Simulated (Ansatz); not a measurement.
The cell is built on a prototype and need not be the phase stable at ambient conditions.

By PBEsol, the system below comes out a metal.

A figure of merit of an interconnect metal is its ballistic conductance per area.

Consider the following.

```yaml
crystal:
  lattice:
    - [3.06693, 0.00000, 0.00000]
    - [0.00000, 3.06693, 0.00000]
    - [0.00000, 0.00000, 3.06693]
  atoms:
    - { symbol: Ti, position: [0.00000, 0.00000, 0.00000] }
    - { symbol: Si, position: [0.50000, 0.50000, 0.50000] }
```

Space group of this cell: Pm-3m, CsCl type. The cell was relaxed by PBE-D3(BJ); by PBEsol its mean pressure is 1.7 GPa.

The current flows along the normal of the first two printed cell vectors. No spin-orbit coupling; the value is a mean over 0.1 eV about the Fermi level.

### Question
Predict the ballistic conductance per area from Ansatz (a program for electronic structure) with PBEsol.

### Answer
1.1 × 10¹⁵ S/m² for both spins.
